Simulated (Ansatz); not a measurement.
**Parameter sweep on FeSnF6 (R-3, 8 atoms in the cell)**

```
CELL_PARAMETERS angstrom
      2.74196     1.58307     4.65663
     -2.74196     1.58307     4.65663
      0.00000    -3.16614     4.65663
ATOMIC_POSITIONS crystal
  Fe 0.50000 0.50000 0.50000
  Sn 0.00000 0.00000 0.00000
  F  0.86289 0.23883 0.64987
  F  0.13711 0.76117 0.35013
  F  0.64987 0.86289 0.23883
  F  0.35013 0.13711 0.76117
  F  0.23883 0.64987 0.86289
  F  0.76117 0.35013 0.13711
```
Moments meant for the start (each program seeds them in its own way; μB, in the order of the atoms Fe Sn F F F F F F): 4.0 0.0 0.0 0.0 0.0 0.0 0.0 0.0.

Base run A: LDA (PW92), default PAW files made with PBE in Ansatz (an electronic-structure program), self-consistent single point.

Its settings: kpoints.mp_grid.grid = 5 5 5; hamiltonian.xc = lda; hamiltonian.pseudopotentials = {kind: paw} (the program's default PAW files); magnetization.spin_polarized = true; scf.occupations.method = cold; scf.occupations.width = 0.136 eV.

The starting cell comes from a database of computed structures (which also holds hypothetical and non-ambient phases and stackings), without a prior relaxation at this level. With one magnetic atom in the cell only a parallel order is possible. In the base run, with a pressure of about -8 GPa the cell is away from its equilibrium volume at this level. Ansatz's pressure includes its estimate of the finite-basis (Pulay) stress.

ΔF is the free energy per atom less that of run A. 

```tsv
run	scf.mixing.algorithm, scf.mixing.beta	ΔF (meV/atom)	pressure (GPa)	largest force (eV/Å)	size of the net moment (μB/atom)	iterations
A	default (the program chose MSR1), default	0.00	-7.54	0.458	0.50	17
B	anderson, 0.02	0.00	-7.54	0.458	0.50	38
C	anderson, 0.05	0.00	-7.54	0.458	0.50	28
D	anderson, 0.1	0.00	-7.54	0.458	0.50	25
E	anderson, 0.2	0.00	-7.54	0.458	0.50	20
F	anderson, 0.3	0.00	-7.54	0.458	0.50	19
G	anderson, 0.5	0.00	-7.54	0.458	0.50	17
H	anderson, 0.7	0.00	-7.54	0.458	0.50	20
I	anderson, 0.9	0.00	-7.54	0.458	0.50	19
J	anderson, 1	0.00	-7.54	0.458	0.50	19
```

Runs B, C, D, E, F, G, H, I, J gave the same state as A (within 1 meV/atom and 0.1 μB a site). The fewest iterations to that state were 17 (A, G); the most were 38.

Keys are those of Ansatz 0.2.
